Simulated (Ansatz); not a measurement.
Input:

```xyz
2
Lattice="0.0000 2.7106 2.7390 2.7106 0.0000 2.7390 2.7106 2.7106 0.0000" Properties=species:S:1:pos:R:3 pbc="T T T"
Si     0.0000     0.0000     0.0000
Si     1.3553     1.3553     1.3695
```

No spin polarisation.

Calculations: Ansatz (a first-principles code) PBEsol, no SOC. k-mesh 11×11×11 (Γ-centred); smearing 0.05 eV (Fermi–Dirac).

Question: Predict the electron mass, band gap and valence-band top at Γ.

Answer: The electron mass is 0.93 mₑ along k, 0.19 mₑ across (off the special points), the band gap comes out as 0.42 eV and the valence-band top at Γ (three highest levels, from the VBM) comes out as 0.00, 0.00, -0.07 eV.

Load acts through the strain it causes; cell and atoms are relaxed under it. Masses are band curvatures over ±0.01 Å⁻¹ around the edge. Along k means along the line from Γ to the band edge. Beyond what the load breaks, stability against distortions was not tested. The cell was made from Si in the diamond structure (space group Fd-3m, No. 227) by this change: uniaxial stress, 1 GPa tension along z.
